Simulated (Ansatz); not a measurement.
Worked example: self-consistent single point of Ti₂Pd (Fd-3m, 6 atoms in the cell) in Ansatz (a quantum-chemistry and plane-wave program).

Computed with PBE (plane waves, PAW; Ansatz).

```yaml
crystal:
  lattice:
    - [0.00000, 3.83022, 3.83022]
    - [3.83022, 0.00000, 3.83022]
    - [3.83022, 3.83022, 0.00000]
  atoms:
    - { symbol: Ti, position: [0.12500, 0.12500, 0.12500] }
    - { symbol: Ti, position: [0.62500, 0.12500, 0.12500] }
    - { symbol: Ti, position: [0.12500, 0.62500, 0.12500] }
    - { symbol: Ti, position: [0.12500, 0.12500, 0.62500] }
    - { symbol: Pd, position: [0.75000, 0.75000, 0.75000] }
    - { symbol: Pd, position: [0.50000, 0.50000, 0.50000] }
```

Reference input (self-consistent single point, DFT, PBE, plane waves, default PAW files): basis.ecutwfc = 420 eV; kpoints.mp_grid.grid = 10 10 10; hamiltonian.xc = pbe; hamiltonian.pseudopotentials = {kind: paw} (the program's default PAW files); scf.occupations.method = cold; scf.occupations.width = 0.2 eV. This run's input differs from it in these lines:

Ansatz 0.2 input:
```diff
@@ -13,3 +13,3 @@
 basis:
-  ecutwfc: 420.0
+  ecutwfc: 295.0
 kpoints:
```

The program printed (abridged):

```
SCF iter   1: F=—  HF=-23942.813915 eV  |F-HF|=—  |Δ(HF+E_count)|=         —  Δρ=1.09e-2  dr2=1.35e-1  ethr=1.77e-3  ⟨swp⟩=4.1  Hψ=7392  notcnv=0
all-band conjugate gradients solve this SCF's bands
preconditioner: auto → Kerker (q_TF=auto, 2.599 Å⁻¹)
SCF iter   2: F=—  HF=-23942.784849 eV  |F-HF|=—  |Δ(HF+E_count)|=   2.91e-2  S|Δr|=    0.00e0  Δρ=5.07e-3  dr2=4.69e-2  ethr=1.61e-4  ⟨swp⟩=2.7  Hψ=4330  notcnv=0
   [... lines left out ...]
SCF iter   5: F=—  HF=-23942.780747 eV  |F-HF|=—  |Δ(HF+E_count)|=   2.86e-5  S|Δr|=    0.00e0  Δρ=8.51e-5  dr2=9.59e-6  ethr=2.52e-7  ⟨swp⟩=2.0  Hψ=2887  notcnv=0
SCF iter   6: F=—  HF=-23942.780740 eV  |F-HF|=—  |Δ(HF+E_count)|=   7.33e-6  S|Δr|=    0.00e0  Δρ=1.75e-5  dr2=3.92e-7  ethr=1.14e-8  ⟨swp⟩=2.0  Hψ=3217  notcnv=0  defer=27
SCF iter   7: F=-23942.780740 eV  HF=-23942.780740 eV  |F-HF|=6.43e-9  |Δ(HF+E_count)|=   1.23e-8  S|Δr|=    0.00e0  Δρ=3.91e-6  dr2=1.82e-8  ethr=1.19e-10  ⟨swp⟩=8.0  Hψ=8099  notcnv=0
SCF 1 converged in 7 iterations: F = -23942.780740 eV  dr2 = 1.82e-8
Stability not checked (fill_not_monotonic)
Free energy (F): -23942.780740 eV
Internal energy: -23942.810618 eV  (E = F + TS)
E sigma→0 (E₀):  -23942.790699 eV
Entropy (-TS):   0.029879 eV (4.980 meV/atom)
Fermi energy:    12.843694 eV
--- Forces (eV/Å), atoms counted from 1 ---
  atom   1  Ti    -0.00000000     0.00000000    -0.00000000
   [... zero for the other atoms too ...]
--- Stress (GPa, compression-positive) ---
      -12.870643      -0.000000      -0.000000
        0.000000     -12.870643       0.000000
        0.000000      -0.000000     -12.870643
  P = ⅓ Tr σ = -12.8706 GPa (-128.706 kbar)
  The stress holds the Pulay correction. Without it, at fixed plane waves, as pw.x and ABINIT print it: P = -27.9079 GPa
```

The run converged in 7 iterations. Against the reference run the free energy goes up by 186 meV/atom and the pressure goes from -13.29 to -12.87 GPa.

The starting cell was generated: these elements placed on a structure prototype, without a prior relaxation; it need not be a known phase or ordering of this composition. Its lattice was rescaled by a random factor within 2.5 % of one. Spin polarisation is off. Ansatz's pressure includes its estimate of the finite-basis (Pulay) stress. Without the estimate this run gives -27.91 GPa. The cutoff lies below the one recommended for these files.
